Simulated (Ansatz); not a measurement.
Input:

```yaml
crystal:
  lattice:
    - [3.39091, 0.00000, 0.00000]
    - [1.69545, 2.93661, 0.00000]
    - [1.69545, -0.97887, 2.82180]
  atoms:
    - { symbol: Y, position: [0.00000, 0.00000, 0.00000] }
    - { symbol: N, position: [0.00000, 0.50000, 0.50000] }
```

No spin polarisation.

Level of theory: PBEsol (Ansatz, a quantum-chemistry and plane-wave program), no SOC. k-mesh 12×12×12 (Γ-centred); smearing 0.05 eV (Fermi–Dirac).

Q: Predict the pressure, band gap and space group.

A: 
* **Pressure (mean of the normal stresses, compression positive)**: 3.3 GPa
* **Band gap**: zero
* **Space group**: R-3m (No. 166)

The cells carry an imposed strain or load. No phonon test of stability was made. All final runs are without spin polarisation. The cell was made from YN in the rock salt structure (space group Fm-3m, No. 225) by this change: biaxial strain −1.25 %, plane normal [111], relaxed out of plane. Gaps under 0.05 eV, about the width of the smearing, are given as zero. A zero or small gap of YN can be the functional's error rather than a property of the material.
